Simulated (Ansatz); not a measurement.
Results of HSE06 (Ansatz, a program for electronic structure, plane waves, PAW) for AlSiCN (P3m1, No. 156, 4 atoms in the cell; start mp-1227998).

Settings: plane-wave cutoff 460 eV, 9×9×6 k mesh (along the axes of the cell as run), Fermi–Dirac smearing 0.01 eV, scalar-relativistic PAW data made under PBE.

Cell (relaxed with PBEsol):

```
AlCNSi
1.0
    3.09407     0.00000     0.00000
   -1.54703     2.67954     0.00000
    0.00000     0.00000     5.02683
Al Si C N
1 1 1 1
Cartesian
  0.00000   1.78636   2.54958
  1.54703   0.89318   5.01338
  0.00000   1.78636   0.54524
  1.54703   0.89318   3.20212
```

Problem. Give the computed band gap.

Solution. 
band gap: 4.43 eV (on the SCF k mesh)

Note: cell and atoms aren't relaxed at this level (pressure -1.6 GPa).

Computed values are for the static lattice.

A start named mp-… is a Materials Project structure, which need not be a measured phase.
